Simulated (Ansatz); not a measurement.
The reference is WC (space group P-6m2, No. 187; a = 2.913 Å, c = 2.835 Å; relaxed with 0.1 eV smearing). Axes: x lies along a and z along c of the hexagonal cell.

Method: r2SCAN (Ansatz, a quantum-chemistry and plane-wave program), no spin-orbit coupling.

Base values:

```
Item                             Value
-----------------------------  -------
Shortest interatomic distance  2.199 Å
Pressure                       0.0 GPa
```

It is then changed as follows: biaxial strain +1.00 %, plane normal [001], relaxed out of plane (Cartesian); in-plane vectors clamped, the third vector and the atoms free.

Problem. What happens to the shortest interatomic distance?

Solution. The shortest interatomic distance increases by 0.010 Å, from 2.199 Å to 2.209 Å.

Problem. Predict the new pressure.

Solution. The pressure (mean of the normal stresses, compression positive) goes from zero to -5.8 GPa.

Whether these cells are dynamically stable was not tested. The final runs are not spin-polarised.
